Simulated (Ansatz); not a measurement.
# Response to strain in BaPdS2

Take BaPdS$_{2}$ (space group Cmcm, No. 63; a = 6.6943 Å, b = 10.5864 Å, c = 5.5800 Å; a cell from a computed database, its experimental status unchecked) as the base. Axes: x, y, z lie along a, b, c of the conventional cell.

Strains are applied to the cell and any free atomic positions relax; under biaxial strain the out-of-plane vector relaxes too.

Calculations: plane-wave PAW DFT at the PBEsol level (Ansatz, an electronic-structure program, 420 eV), no spin-orbit coupling.

Notes on the quantities. energy relative to the base: free energy F.

```csv
case,energy relative to the base,shortest interatomic distance
base,0 meV/atom,2.349 Å
"biaxial strain +2.37 %, plane normal [001], relaxed out of plane",+8.6 meV/atom,2.355 Å
isotropic strain −2.63 %,+25 meV/atom,2.336 Å
uniaxial strain ε_yy = −1.69 %,+2.1 meV/atom,2.347 Å
```

Stability against distortions was not tested. The final runs are not spin-polarised.
